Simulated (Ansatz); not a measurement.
# Mg: pressure series

The reference is Mg in the bcc (W type) structure (space group Im-3m, No. 229; a = 3.559 Å; a cell from a computed database, its experimental status unchecked).

Cell and atoms are relaxed at each pressure.

The values are results of r2SCAN (Ansatz, a quantum-chemistry and plane-wave program; PAW; 500 eV plane waves; no spin-orbit coupling), not measurements.

| pressure (GPa) | volume per atom (Å³/atom) |
|---|---|
| -2 | 23.853 |
| 0 | 22.534 |
| 0.3 | ? |
| 0.7 | 22.139 |
| 1.5 | 21.730 |
| 3 | 21.051 |
| 5 | 20.283 |
| 7.5 | 19.469 |
| 10 | 18.785 |

Problem. Fit the third-order Birch–Murnaghan form P(V) = (3B₀/2)[(V₀/V)^(7/3) − (V₀/V)^(5/3)]·[1 + (3/4)(B₀′ − 4)((V₀/V)^(2/3) − 1)] (squares taken in P) to the rows shown and predict the withheld row.

Solution. Least squares on the printed values gives V₀ = 22.528 Å³/atom, B₀ = 39.0 GPa, B₀′ = 3.8; this predicts 22.358 Å³/atom, and the run gives 22.358 Å³/atom, in agreement.

Load acts through the strain it causes; cell and atoms are relaxed under it. Whether these cells are dynamically stable was not tested. Competing high-pressure phases were not computed. This is not the structure that Mg has at room temperature and ambient pressure.
